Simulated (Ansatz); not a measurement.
The starting structures come from a database of crystals and need not be the phases stable at ambient conditions.

By PBEsol, the system below comes out a metal.

Consider the following.

```
RuN
1.0
    3.22743     0.00000     0.00000
    0.00000     4.56427     0.00000
    1.61371    -2.28213     1.61371
Ru N
1 1
Direct
  0.00000   0.00000   0.00000
  0.50000   0.75000   0.00000
```

Space group of this cell: F-43m, zinc blende. The cell is taken as given; by PBEsol its mean pressure is -11.3 GPa.

The current flows along the normal of the first two printed cell vectors, the (110) plane of the conventional cell. No spin-orbit coupling; the value is a mean over 0.1 eV about the Fermi level.

**Question.** Estimate the ballistic conductance per area that PBEsol run with Ansatz (a program for electronic structure) returns for this system.

**Answer.** 0.90 × 10¹⁵ S/m² for both spins.
